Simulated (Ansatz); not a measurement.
## Pressure series in TiSi2

Base system: TiSi₂ (space group Fddd, No. 70; a = 4.7791 Å, b = 8.2295 Å, c = 8.5206 Å).

Cell and atoms are relaxed at each pressure.

Method: r2SCAN (Ansatz, a program for electronic structure, PAW, no spin-orbit coupling).

Notes on the quantities. enthalpy: H = E + PV relative to the base's energy.

| case | volume per atom | enthalpy |
|---|---|---|
| base | 13.96 Å³ | – |
| pressure −2 GPa | 14.16 Å³ | -0.18 eV/atom |
| pressure −1 GPa | 14.06 Å³ | -0.09 eV/atom |
| pressure 0.9 GPa | 13.88 Å³ | +0.08 eV/atom |
| pressure 2.1 GPa | 13.77 Å³ | +0.18 eV/atom |
| pressure 4.5 GPa | 13.57 Å³ | +0.39 eV/atom |
| pressure 9 GPa | 13.22 Å³ | +0.76 eV/atom |
| pressure 15 GPa | 12.83 Å³ | +1.25 eV/atom |
| pressure 22.5 GPa | 12.41 Å³ | +1.84 eV/atom |
| pressure 30 GPa | … | +2.41 eV/atom |

Problem. What belongs in the blanks?

Solution. 
- pressure 30 GPa, volume per atom: 12.04 Å³

Load acts through the strain it causes; cell and atoms are relaxed under it. No phonon test of stability was made. No other phases were tried under pressure. All final runs are without spin polarisation.
